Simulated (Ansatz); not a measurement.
Faces of rock-salt BaO in 1x1 cells, as slabs relaxed from ideal cuts; for each face the lowest of the symmetric, stoichiometric cuts and spin starts that were computed. The slabs keep the symmetry of their cuts; real faces may buckle, or reconstruct in larger cells. No spin-orbit coupling, no Hubbard U.

Calculation: PBE (plane waves to 420 eV, PAW; Ansatz, a program for electronic structure).

```csv
face,cell area (Å²),outermost plane spacing of the ideal cut (Å),γ unrelaxed (J/m²),γ relaxed (J/m²),"ionisation potential, top face (eV)"
(100),15.53,2.79,0.38,…,3.25
(110),21.97,1.97,0.99,…,3.30
(210),34.73,1.25,0.75,0.46,3.46
(211),38.05,1.14,1.73,…,…
(221) (2 Ba–O bonds broke),46.60,0.93,1.97,0.70,2.70
```

Question: What belongs in the gaps?

Answer: 
- (100), γ relaxed (J/m²): 0.31
- (110), γ relaxed (J/m²): 0.73
- (211), γ relaxed (J/m²): 0.76
- (211), ionisation potential, top face (eV): 3.04
